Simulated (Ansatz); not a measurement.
## Ru, thickness series

Base system: Ru in the hcp (Mg type) structure (space group P6_3/mmc, No. 194; a = 2.692 Å, c = 4.246 Å). Axes: x lies along a and z along c of the hexagonal cell.

Free-standing slabs (1 atom(s) a layer) normal to the z axis with 15 Å of vacuum; in-plane cell held at bulk.

All numbers come from plane-wave PAW DFT at the PBEsol level (Ansatz, a first-principles code, 420 eV), spin-orbit coupling left out.

Notes on the quantities. excess energy per area of both faces: slab less bulk energy over the cell's area: twice a surface energy; uncertain by up to 0.2 J/m².

| change | excess energy per area of both faces | thickness between the outermost nuclei | shortest interatomic distance |
|---|---|---|---|
| base | – | – | 2.631 Å |
| 1 layer | – | – | 2.692 Å |
| 2 layers | 5.87 J/m² | 1.97 Å | 2.507 Å |
| 3 layers | 5.9 J/m² | 4.10 Å | 2.572 Å |
| 4 layers | 6.1 J/m² | 6.23 Å | 2.571 Å |
| 5 layers | 6.1 J/m² | 8.37 Å | 2.571 Å |
| 6 layers | 6.0 J/m² | 10.47 Å | 2.563 Å |
| 7 layers | 6.1 J/m² | 12.60 Å | 2.566 Å |

Slab and bulk use different k-meshes, which limits the precision of the excess energy. Stability against distortions was not tested. All final runs are without spin polarisation.
